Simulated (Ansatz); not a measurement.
The reference is PtSe2 in the CdI2 type structure (space group P-3m1, No. 164; a = 3.7352 Å, c = 5.2073 Å; layered, stacked along the Cartesian z axis; relaxed with 0.1 eV smearing). Axes: x lies along a and z along c of the hexagonal cell.

Calculations: Ansatz (a quantum-chemistry and plane-wave program) r2SCAN+rVV10, no spin-orbit coupling.

Base values:

- Shortest interatomic distance: 2.516 Å

Modification: compressive biaxial strain of 0.74 % in the plane normal to [001], as in epitaxy on a mismatched substrate; the out-of-plane cell vector and the atoms relax.

Task: Estimate the effect on the out-of-plane strain and shortest interatomic distance.

Result: The out-of-plane strain comes out as +1.95 %; the shortest interatomic distance decreases by 0.006 Å (2.516 Å → 2.510 Å).

No phonon test of stability was made. All final runs are without spin polarisation.
